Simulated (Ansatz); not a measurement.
Consider W2N in the anti-CdI2 type structure (space group P-3m1, No. 164; a hypothetical phase, not in the database extracts checked; relaxed with 0.1 eV smearing).

```
W2N
1.0
    2.80311     0.00000     0.00000
   -1.40156     2.42756     0.00000
    0.00000     0.00000     5.29891
N W
1 2
Direct
  0.00000   0.00000   0.00000
  0.33333   0.66667   0.26916
  0.66667   0.33333   0.73084
```

Cartesian axes are those of the cell as printed.

The values are results of PBEsol/PAW in Ansatz (a program for electronic structure), spin-orbit coupling left out, not measurements.

Before the change:

The shortest interatomic distance is 2.157 Å.

It is then changed as follows: biaxial strain +2.31 %, plane normal [001], relaxed out of plane (Cartesian); in-plane vectors clamped, the third vector and the atoms free.

How does this affect the shortest interatomic distance, ratio −ε⊥/ε∥ and in-plane stress?

The shortest interatomic distance falls by 0.002 Å, from 2.157 Å to 2.155 Å; the ratio −ε⊥/ε∥ is 1.35; the mean in-plane stress (compression positive) is -7.3 GPa.

Stability against distortions was not tested. The final runs are not spin-polarised. An odd electron count without spin: W2N.
